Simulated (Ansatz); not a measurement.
Input and output of a relaxation of cell and atoms for In₂Ni₃S₂ (R-3m, 7 atoms in the cell) (Ansatz, an electronic-structure program).

Computed with PBEsol, default PAW files made with PBE (plane waves; Ansatz).

```xyz
7
Lattice="2.6888 1.5524 4.4940 -2.6888 1.5524 4.4940 0.0000 -3.1048 4.4940" Properties=species:S:1:pos:R:3 pbc="T T T"
In     0.0000     0.0000     6.7410
In     0.0000     0.0000     0.0000
Ni     1.3444     0.7762     2.2470
Ni    -1.3444     0.7762     2.2470
Ni     0.0000    -1.5524     2.2470
S      0.0000     0.0000     9.7486
S      0.0000     0.0000     3.7335
```

Reference input (self-consistent single point, DFT, PBEsol, plane waves, default PAW files made with PBE): basis.ecutwfc = 420 eV; kpoints.mp_grid.grid = 5 5 5; hamiltonian.xc = pbesol; hamiltonian.pseudopotentials = {kind: paw} (the program's default PAW files); scf.occupations.method = methfessel_paxton; scf.occupations.width = 0.136 eV. This run's input differs from it in these lines:

Ansatz 0.2 input:
```diff
@@ -14,3 +14,3 @@
 basis:
-  ecutwfc: 420.0
+  ecutwfc: 590.0
 kpoints:
@@ -26,2 +26,4 @@
     width: 0.136
+relax:
+  cell: {}
 output:
```

Log, with long lists cut:

```
   [... SCF lines of the steps left out ...]
relax step   1: F+E_penalty+E_count = -30238.83122327 eV  Δ(F+E_penalty+E_count) = +0.000e0 eV  max|allowed force component| = 2.322e-2 eV/Å  Δτ_max = 0.0000 Å  P = -2.344 GPa  Ω = 112.553 Å³  (8 SCF iters, dr2 threshold 1.00e-7 eV, accepted)
relax step   2: F+E_penalty+E_count = -30238.84898609 eV  Δ(F+E_penalty+E_count) = -1.776e-2 eV  max|allowed force component| = 1.345e-1 eV/Å  Δτ_max = 0.0332 Å  P = +0.477 GPa  Ω = 108.704 Å³  energy of the carried Pulay correction = +3.051e-4 eV  [...]
   [... lines left out ...]
relax step   5: F+E_penalty+E_count = -30238.85414016 eV  Δ(F+E_penalty+E_count) = -1.294e-4 eV  max|allowed force component| = 6.283e-4 eV/Å  Δτ_max = 0.0017 Å  P = +0.006 GPa  Ω = 109.567 Å³  energy of the carried Pulay correction = +2.357e-4 eV  [...]
relax step   6: F+E_penalty+E_count = -30238.85390030 eV  Δ(F+E_penalty+E_count) = +2.399e-4 eV  max|allowed force component| = 6.509e-4 eV/Å  Δτ_max = 0.0000 Å  P = +0.007 GPa  Ω = 109.567 Å³  stress off target by 7.62e-3 GPa  SCF on the basis [...]
basis re-selected at this cell: Δ(F+E_penalty+E_count) = +2.399e-4 eV, ΔP = +0.001 GPa vs the last step
the relaxation is at rest under the 12 symmetry operations that the run kept from its start: a minimum is not shown …
Stability not checked (fill_not_monotonic)
Free energy (F): -30238.853900 eV
Internal energy: -30238.853445 eV  (E = F + TS)
   [... lines left out ...]
Fermi energy:    13.150689 eV
  cell:  # Å, volume = 109.5670 Å³
   [... lines left out ...]
    - { symbol: Ni, position: [0.49999999999999994, 0.0, -2.7755575615628914e-17] }
    - { symbol: Ni, position: [0.0, 0.49999999999999994, -2.7755575615628914e-17] }
    - { symbol: Ni, position: [0.0, 0.0, 0.49999999999999994] }
    - { symbol: S, position: [0.7217777514362197, 0.7217777514362197, 0.7217777514362194] }
    - { symbol: S, position: [0.2782222485637803, 0.2782222485637803, 0.27822224856378025] }
```

The run converged. 

Summary of the result:
```
Item                                                                               Value
-----------------------------------------------  ---------------------------------------
Free energy E − TS (on the zero of these files)                           -30238.8539 eV
Fermi level (on the code's own zero)                                            13.15 eV
Pressure                                                                        0.01 GPa
Final cell                                       a = b = c = 5.424 Å, α = β = γ = 58.73°
Final volume per atom                                                           15.65 Å³
Relaxation steps                                                                       6
```

The starting cell comes from a database of computed structures (which also holds hypothetical and non-ambient phases and stackings), without a prior relaxation at this level. Spin polarisation is off, so a magnetic state, if there is one, cannot be reached. The relaxation keeps the symmetry of its start, so its end need not be a minimum. Ansatz's pressure includes its estimate of the finite-basis (Pulay) stress.

Cost on one core of a shared machine: roughly 60 s.
